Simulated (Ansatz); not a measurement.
```yaml
crystal:
  lattice:
    - [14.00000, 0.00000, 0.00000]
    - [0.00000, 11.00000, 0.00000]
    - [0.00000, 0.00000, 2.90740]
  atoms:
    - { symbol: In, position: [0.39800, 0.50000, 0.00000] }
    - { symbol: In, position: [0.60200, 0.50000, 0.50000] }
```

All values below come from PBE (plane waves to 420 eV, PAW; Ansatz, an electronic-structure program). Mesh 1×1×94. No spin polarisation, so a magnetic state wasn't tested. It repeats along c; a and b span vacuum. A model structure. It keeps the symmetry and period of its start, so it need not be a minimum against all distortions. Pairing along the axis, which can open a gap, is among the distortions not tried. Values not marked SOC lack spin–orbit coupling.

### Question
Say what this body is, and give its properties.

### Answer
Free triangular strip chain of In atoms. A hypothetical model.
- PBE gap: none (under 0.01 eV)
- crossings of the Fermi level between Γ and the zone edge (49 points): 4, each for both spins (ideal conductance 4 × 2e²/h)
- work function (PBE): 3.99 eV
